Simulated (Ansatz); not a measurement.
Problem. Name crystals whose resistivity at 300 K lies between 11.5 and 17.9 μΩ·cm and whose mean free path at 300 K lies between 25 and 39 nm, by PBEsol, DFPT electron-phonon coupling, linearised Boltzmann equation in Ansatz (a quantum-chemistry and plane-wave program).

Solution. Many crystals can fit; among those computed here:
- ScAs (Fm-3m): 14.3 μΩ·cm, 27 nm

Metals; harmonic phonons alone scatter; means over directions. The mean free path is weighted by the current that each state carries. Halving the electron mesh moves these values by up to 6 %; q meshes are mostly untested. Spin-orbit coupling is left out.

Formula and space group known from diffraction (Crystallography Open Database), not checked to be the room-temperature form: ScAs (Fm-3m).
